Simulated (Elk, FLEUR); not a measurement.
An Elk input for a self-consistent single point of Zr (P6_3/mmc, 2 atoms in the cell) (DFT, PBE, all-electron FP-LAPW, Elk's shipped species files, APW+lo basis with extra local orbitals):

```
tasks
  0

xctype
  20

tforce
  .true.

rgkmax
  7.5

gmaxvr
  18.0

lmaxapw
  10

lmaxo
  8

nxlo
  2

lorbcnd
  .true.

lradstp
  2

nrmtscf
  2.0

lmaxi
  4

stype
  0

swidth
  0.00499791

maxscl
  100

scale
  5.943042923

avec
    1.0000000000    0.0000000885    0.0000000000
   -0.5000000766    0.8660253595    0.0000000000
    0.0000000000    0.0000000000    1.5967437659

sppath
  './'

atoms
  1
  'Zr.in'
  2
  0.3333333333  0.6666666667  0.2500000000    0.0 0.0 0.0
  0.6666666667  0.3333333333  0.7500000000    0.0 0.0 0.0

ngridk
  16 16 9
```

Task: Translate this input to FLEUR.

Result: One input that does it (others would too):

Input of the input generator:

```
Zr crystal
&input film=f /
3.1449228782 0.0000002783 0.0000000000
-1.5724616801 2.7235829663 0.0000000000
0.0000000000 0.0000000000 5.0216360000
1.8897261246
1.0 1.0 1.0

2
40 0.3333333333 0.6666666667 0.2500000000
40 0.6666666667 0.3333333333 0.7500000000

&comp jspins=1 /
&kpt div1=16 div2=16 div3=9 gamma=t /
&end /
```

```xml
<?xml version="1.0" encoding="UTF-8" standalone="no"?>
<fleurInput fleurInputVersion="0.39">
   <comment>
      Zr crystal                                                                                          
   </comment>
   <calculationSetup>
      <cutoffs Kmax="3.8" Gmax="13.3" GmaxXC="13.3" numbands="0"/>
      <scfLoop itmax="100" minDistance="0.00001" maxIterBroyd="15" imix="Anderson" alpha="0.05" precondParam="0.0" spinf="2.0"/>
      <coreElectrons ctail="T" frcor="F" kcrel="0" coretail_lmax="0"/>
      <xcFunctional name="pbe" relativisticCorrections="F"/>
      <magnetism jspins="1"/>
      <soc l_soc="F" theta="0.0" phi="0.0" spav="F"/>
      <expertModes spex="0" secvar="F"/>
      <geometryOptimization l_f="T" forcealpha="1.0" forcemix="BFGS" epsdisp="0.00001" epsforce="0.00001"/>
      <ldaU l_linMix="F" mixParam="0.05" spinf="1.0"/>
   </calculationSetup>
   <cell>
      <bzIntegration valenceElectrons="24.0" mode="gauss" fermiSmearingEnergy="0.00499791">
         <kPointListSelection listName="default-1"/>
         <!-- k-points included here -->
         <xi:include xmlns:xi="http://www.w3.org/2001/XInclude" href="kpts.xml"> </xi:include>
      </bzIntegration>
      <!-- symmetry operations included here -->
      <xi:include xmlns:xi="http://www.w3.org/2001/XInclude" href="sym.xml"> </xi:include>
      <bulkLattice scale="1.0">
         <bravaisMatrix>
            <row-1>    5.9430429227867636     0.0000005259107805     0.0000000000000000</row-1>
            <row-2>   -2.9715219168173777     5.1468258839326708     0.0000000000000000</row-2>
            <row-3>    0.0000000000000000     0.0000000000000000     9.4895167374318454</row-3>
         </bravaisMatrix>
      </bulkLattice>
   </cell>
   <atomSpecies>
      <species name="Zirconium (Zr)" element="Zr" atomicNumber="40">
         <mtSphere radius="2.68" gridPoints="925" logIncrement="0.014"/>
         <atomicCutoffs lmax="10" lnonsphr="8"/>
         <electronConfig flipSpins="F">
            <coreConfig>(1s1/2) (2s1/2) (2p1/2) (2p3/2) (3s1/2) (3p1/2) (3p3/2) (3d3/2) (3d5/2)</coreConfig>
            <valenceConfig>(4s1/2) (4p1/2) (4p3/2) (5s1/2) (4d3/2) (4d5/2)</valenceConfig>
            <stateOccupation state="(4d3/2)" spinUp="0.4" spinDown="0.4"/>
            <stateOccupation state="(4d5/2)" spinUp="0.6" spinDown="0.6"/>
         </electronConfig>
         <energyParameters s="5" p="5" d="4" f="4"/>
         <lo type="SCLO" l="0" n="4" eDeriv="0"/>
         <lo type="SCLO" l="1" n="4" eDeriv="0"/>
      </species>
   </atomSpecies>
   <atomGroups>
      <atomGroup species="Zirconium (Zr)">
         <relPos label="                   1">1.000/3.000 -1.000/3.000 1.000/4.000</relPos>
         <relPos label="                   2">-1.000/3.000 1.000/3.000 -1.000/4.000</relPos>
         <force calculate="T" relaxXYZ="TTT"/>
      </atomGroup>
   </atomGroups>
   <output dos="F" band="F" slice="F">
      <checks vchk="F" cdinf="F"/>
      <bandDOS minEnergy="-.5*Htr" maxEnergy="0.5*Htr" sigma="0.015" storeEVData="T"/>
      <vacuumDOS vacdos="F" integ="F" star="F" nstars="0" locx1="0.0" locy1="0.0" locx2="0.0" locy2="0.0" nstm="0" tworkf="0.0"/>
      <unfoldingBand unfoldBand="F" supercellX="1" supercellY="1" supercellZ="1"/>
      <plotting iplot="0" polar="F">
         <plot TwoD="T" vec1="  1.0  0.0  0.0" vec2="  0.0  1.0  0.0" vec3="  0.0  0.0  1.0" zero="  0.0  0.0  0.0" file="plot"/>
      </plotting>
      <chargeDensitySlicing numkpt="0" minEigenval="0.0" maxEigenval="0.0" nnne="0" pallst="F"/>
      <specialOutput eonly="F"/>
      <magneticCircularDichroism mcd="F" energyLo="-10.0" energyUp="0.0"/>
   </output>
  <!-- We include the file relax.xml here to enable relaxations (see documentation) -->
  <xi:include xmlns:xi="http://www.w3.org/2001/XInclude" href="relax.xml"> <xi:fallback/> </xi:include>
</fleurInput>
```

Basis settings and potentials, where a program has them, do not carry over. This input uses DFT, PBE, all-electron FLAPW (FLEUR), scalar-relativistic valence.

The starting cell comes from a database of computed structures (which also holds hypothetical and non-ambient phases and stackings), without a prior relaxation at this level. Its lattice was rescaled by a random factor within 2.5 % of one. For this run, on top of that: lattice scaled by 0.98.
